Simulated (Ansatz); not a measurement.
Base system: Sb (space group R-3m, No. 166; a = 4.3263 Å, c = 11.3390 Å (hexagonal axes); layered; relaxed with 0.1 eV smearing). Axes: x lies along a and z along c of the hexagonal cell.

Computed with Ansatz (an electronic-structure program) r2SCAN+rVV10, spin-orbit coupling left out.

It is then changed as follows: strain tensor (xx, yy, zz, yz, xz, xy) = (+1.76, +0.76, −2.81, +0.97, +0.17, +0.71) %, atoms relaxed at fixed cell.

Task: Estimate the effect on the largest internal atomic displacement and stress.

Result: The largest internal atomic displacement comes out as 0.023 Å; the stress (xx, yy, zz, yz, xz, xy; compression positive) amounts to (-0.8, -0.9, 0.6, -0.5, 0.2, -0.4) GPa.

Whether these cells are dynamically stable was not tested.
